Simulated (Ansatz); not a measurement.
## How far PBE and PBEsol part for TiO2, Ti → V

Consider TiO2 in the rutile structure (space group P4_2/mnm, No. 136; a = 4.644 Å, c = 2.964 Å).

(Cell as relaxed with PBE.)

Levels (all Ansatz, an electronic-structure program, PAW, earlier PAW set): PBE (420 eV, scalar-relativistic without spin-orbit coupling); PBEsol (420 eV, without spin-orbit coupling).

Each level relaxes its own structure.

| base | PBE | PBEsol |
|---|---|---|
| volume per atom | 10.65 Å³ | 10.33 Å³ |
| lattice parameter a | 4.644 Å | 4.592 Å |
| band gap | 1.86 eV | 1.87 eV |

One thing is altered: every Ti is replaced by V, then cell and atoms are relaxed.

```
quantity                 PBE  PBEsol
-------------------  -------  ------
volume per atom      9.94 Å³     ___
largest site moment  0.83 μB     ___
```

Q: Predict the PBEsol column.

A: 
- volume per atom, PBEsol: 9.62 Å³
- largest site moment, PBEsol: 0.79 μB

PBE's volume per atom lies 0.325 Å³ above PBEsol's (3.4 %). Neither level is exact; PBEsol is the comparison here, not a measurement.

The magnetic state is the one reached from the starting moments; the real material's order can differ, and small cells can't hold many antiferromagnetic ones. Whether these cells are dynamically stable was not tested. No Hubbard U is applied, and correlation can decide whether such a compound is a metal. Spin-polarised in the final run: PBE VO2 and PBEsol VO2; the other runs are not.
